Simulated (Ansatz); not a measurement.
System: LiF (model structure, started from the NiAs type, P6₃/mmc, No. 194, 4 atoms in the cell). Method: PBEsol (Ansatz, a program for electronic structure, plane waves, PAW).

Numerical settings: plane-wave cutoff 520 eV, 12×12×8 k mesh (along the axes of the cell as run), Fermi–Dirac smearing 0.01 eV, scalar-relativistic PAW data made under PBE.

Cell (relaxed at this level):

```yaml
crystal:
  lattice:
    - [2.78650, 0.00000, 0.00000]
    - [-1.39325, 2.41318, 0.00000]
    - [0.00000, 0.00000, 4.81014]
  atoms:
    - { symbol: Li, position: [0.00000, 0.00000, 0.00000] }
    - { symbol: Li, position: [0.00000, 0.00000, 0.50000] }
    - { symbol: F, position: [0.33333, 0.66667, 0.25000] }
    - { symbol: F, position: [0.66667, 0.33333, 0.75000] }
```

What does this level give for the band gap and bulk modulus B0?


- band gap = 8.91 eV (on the SCF k mesh)
- bulk modulus B0 = 71.5 GPa

Note: the bulk modulus is −V dP/dV from two relaxed cells at ±2 % in volume; the relaxation could raise the start's symmetry but not lower it, so the cell can be a saddle point.

The computed numbers hold no vibrational or temperature effects.

A model structure was made by putting elements into a prototype or built by hand; it is no filed structure, need not be a known phase, and can be a saddle point held by its symmetry.
